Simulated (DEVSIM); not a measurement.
Structure: Si n-i-p diode, at 300 K.

Layer 1 from the left is Si, thickness (μm) 1.50, Nd (cm⁻³) 4.5e18, τn (s) 4.5e-7, τp (s) 4.5e-7. Layer 2 from the left is Si, thickness (μm) 3.80, Na (cm⁻³) 3.2e10, τn (s) 4.5e-7, τp (s) 4.5e-7. Layer 3 from the left is Si, thickness (μm) 0.320, Na (cm⁻³) 1.2e18, τn (s) 4.5e-7, τp (s) 4.5e-7.

Left contact: ohmic. Right contact: ohmic. Voltage is applied to the left contact. Recombination: SRH at mid-gap, radiative, Auger. Mobility is μmin + (μ − μmin)/(1 + (N/Nref)^α).

This is a model device: material constants are rounded textbook-type values typed into the input, and sizes, dopings and lifetimes were drawn at random. Values at 300 K.

Si: gap (eV) 1.124, affinity (eV) 4.05, permittivity 11.7, Nc (cm⁻³) 2.86e19, Nv (cm⁻³) 3.1e19, μn (cm²/Vs) 1417, μp (cm²/Vs) 470, μn,min 52, μp,min 45, Nref,n 9.7e16, Nref,p 2.2e17, αn 0.68, αp 0.72, B (cm³/s) 4.7e-15, Cn (cm⁶/s) 2.8e-31, Cp (cm⁶/s) 9.9e-32.

Model (solved in DEVSIM): 1D drift-diffusion, Boltzmann statistics, complete ionisation; no tunnelling, impact ionisation, image-force lowering or self-heating.

### Question
What does the simulation give for the potential step across the device at zero bias, the dark forward voltage at 100 A/cm², the dark forward voltage at 1 A/cm²?

### Answer
potential step across the device at zero bias 0.992 V; dark forward voltage at 100 A/cm² 0.804 V; dark forward voltage at 1 A/cm² 0.673 V.
